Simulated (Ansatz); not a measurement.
# Hypothetical zinc blende BiB, thickness series

Consider BiB in the zinc blende structure (space group F-43m, No. 216; a = 5.4556 Å; a hypothetical phase, not in the database extracts checked). Axes: x, y, z lie along the cube axes.

Free-standing slabs (2 atom(s) a layer) normal to [110] with 15 Å of vacuum; in-plane cell held at bulk.

Level of theory: PBEsol (Ansatz, an electronic-structure program; PAW; 420 eV plane waves; no spin-orbit coupling).

Question: Only one of these keeps a band gap. Which?
A. 1 layer
B. 2 layers
C. 5 layers
D. 6 layers

Answer: B, 2 layers. Computed: 5 layers: zero; 1 layer: zero; 6 layers: zero; 2 layers: 0.48 eV

Spin-orbit coupling, missing from the scalar runs, can matter with Bi. No phonon test of stability was made. All final runs are without spin polarisation. A zero or small gap of BiB can be the functional's error rather than a property of the material.
